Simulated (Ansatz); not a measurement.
## Migration barriers: V-vacancy pair in bcc Mo, neutral cell

Defect: V-vacancy pair (V on one host Mo site, one Mo site vacant) in bcc Mo, neutral cell. Computed with PBE, PAW (plane waves to 420 eV; Ansatz, a program for electronic structure).

Settings: 36 host sites, the relaxed PBE lattice, a 2×2×3 k-point mesh shifted by half a step, smearing 0.10 eV, spin-restricted, no image-charge correction. No zero-point or tunnelling terms. Forms of the defect that were not tried may lie lower.

Barriers: single points on a 3×3×5 k-point mesh shifted by half a step at the bands' geometries (they differ from the bands' own by up to 0.09 eV, and are uncertain by about as much).

| Route | Start site over the lowest site run (eV) | Hop (Å) | Forward barrier (eV) | Backward barrier (eV) | Neighbours at the start | Neighbours at the saddle | Saddle order | Forward, on the band's own sampling (eV) |
|---|---|---|---|---|---|---|---|---|
| direct exchange of V with the vacancy (V-vacancy distance between ideal sites 2.74 Å throughout) | 0.00 | 2.74 | 1.12 | 1.12 | 4 Mo at 2.71, Mo at 2.72, 2 Mo at 2.73, 3 Mo at 3.14, 2 Mo at 3.15, Mo at 3.18 Å | 4 Mo at 2.65, 2 Mo at 2.68, 3 Mo at 3.38, 3 Mo at 3.40 Å | not checked, on a symmetry element | 1.21 |

Paths come from climbing-image nudged elastic band runs.  A band can be held on a symmetry element, so unchecked saddle points there may be too high.
